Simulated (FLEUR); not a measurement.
Troubleshooting FLEUR: a failed run on Ta (Im-3m, 1 atom in the cell). The aim is a self-consistent single point with DFT, PBE, all-electron FLAPW (FLEUR), scalar-relativistic valence.

Cell that was meant: a = 2.8951 Å, b = 2.8951 Å, c = 2.8951 Å, α = 109.47°, β = 109.47°, γ = 109.47°.

Part of the input:

```xml
   <atomSpecies>
      <species name="Tantalum (Ta)" element="Ta" atomicNumber="73">
         <mtSphere radius="2.56" gridPoints="883" logIncrement="0.015"/>
         <atomicCutoffs lmax="10" lnonsphr="14"/>
         <electronConfig flipSpins="F">
            <coreConfig>(1s1/2) (2s1/2) (2p1/2) (2p3/2) (3s1/2) (3p1/2) (3p3/2) (4s1/2) (3d3/2) (3d5/2) (4p1/2) (4p3/2) (4d3/2) (4d5/2)</coreConfig>
            <valenceConfig>(5s1/2) (5p1/2) (5p3/2) (6s1/2) (4f5/2) (4f7/2) (5d3/2) (5d5/2)</valenceConfig>
```

The program printed (abridged):

```
      Welcome to FLEUR        (www.flapw.de)
      MaX-Release 8.1          (www.max-centre.eu)
************FLEUR-Warning*****************
Error message: lnonsph cannot be larger than lmax
Error from PE:0/1
Warnings not ignored. To make the warning nonfatal create a file 'JUDFT_WARN_ONLY' in the working directory or start FLEUR with the -warn_only command line option.
```

**Question.** From the messages shown, name the fault and mend the input.

**Answer.** The fault is a non-spherical cutoff above the angular cutoff of the basis. The cutoff of the non-spherical Hamiltonian terms refers to basis functions in the spheres, so it cannot exceed their own angular cutoff. To fix it, keep it at or under the basis's cutoff. The program stopped before any SCF iteration.

The sound input it was made from differs as follows (other fixes are possible):
```diff
-         <atomicCutoffs lmax="10" lnonsphr="14"/>
+         <atomicCutoffs lmax="10" lnonsphr="8"/>
```

With that input, the run converged in 13 iterations: free energy E − TS -425208.3372 eV; Fermi level (on the code's own zero) 13.44 eV (DFT, PBE, all-electron FLAPW (FLEUR), scalar-relativistic valence).

On the sound input: the starting cell comes from a database of computed structures (which also holds hypothetical and non-ambient phases and stackings), without a prior relaxation at this level. Its lattice was rescaled by a random factor within 2.5 % of one. Spin polarisation is off. Values depend on the basis (sphere radii, cutoffs, local orbitals), which need not be converged.
